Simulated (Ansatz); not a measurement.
```json
{
  "surface": "single layer of SnS₂ (symmetry P-3m1 as a slab, 3 atoms a cell)",
  "Vacuum level minus Kohn-Sham valence edge": "6.83 eV",
  "Vacuum level minus Kohn-Sham conduction edge": "5.26 eV",
  "gap_of_the_slab_on_its_mesh": "1.57 eV",
  "Apparent barrier, filled states, bias minus 1.2 V": "8.9 eV (κ = 1.53 1/Å)",
  "Apparent barrier, filled states, bias minus 1.8 V": "8.5 eV (κ = 1.49 1/Å)",
  "Apparent barrier, empty states, bias plus 1.2 V": "8.2 eV (κ = 1.47 1/Å)",
  "Apparent barrier, empty states, bias plus 1.8 V": "5.5 eV (κ = 1.20 1/Å)"
}
```

Computed with PBE, Tersoff-Hamann images (plane waves, PAW; Ansatz, a quantum-chemistry and plane-wave program).

The apparent barrier is ħ²κ²/2m, with κ from the fall of the mean window density between 3.5 and 5 Å; states of large in-plane momentum fall faster than their energy alone says. Mesh 18×18×1, no spin-orbit coupling, no spin polarisation; biases count from the run's Fermi level.
